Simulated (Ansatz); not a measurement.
Take GaP in the zinc blende structure (space group F-43m, No. 216; a = 5.391 Å) as the base. Axes: x, y, z lie along the cube axes.

Computed with Kohn–Sham DFT with the LDA functional, run in Ansatz (an electronic-structure program) with PAW and 420 eV plane waves, no spin-orbit coupling.

Modification: compressive biaxial strain of 2.08 % in the plane normal to [111], as in epitaxy on a mismatched substrate; the out-of-plane cell vector and the atoms relax.

Q: How does this affect the out-of-plane strain?

A: The out-of-plane strain is +1.00 %.

Whether these cells are dynamically stable was not tested.
